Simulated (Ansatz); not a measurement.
Where the default PAW files enter, the runs use the earlier of Ansatz's two default sets.

Crystal: Si3N4 (P6_3/m, 14 atoms a cell, 10.4 Å³ an atom); planes in its conventional cell.

These are r2SCAN (plane waves, PAW; Ansatz, an electronic-structure program) values and carry that method's errors.

The gap is the functional's own, uncorrected, and κ follows it; spin-orbit coupling is left out. Mid-gap values are interpolated between the computed energies.

```csv
plane,area of the cell (Å²),mid-gap κ (1/Å),largest κ in the gap (1/Å)
(111),63.0,0.39,0.40
(001),50.1,(withheld),(withheld)
```

Problem. The slowest decay depends on the direction. Supply the withheld values.

Solution. 
- (001), mid-gap κ (1/Å): 0.33
- (001), largest κ in the gap (1/Å): 0.36
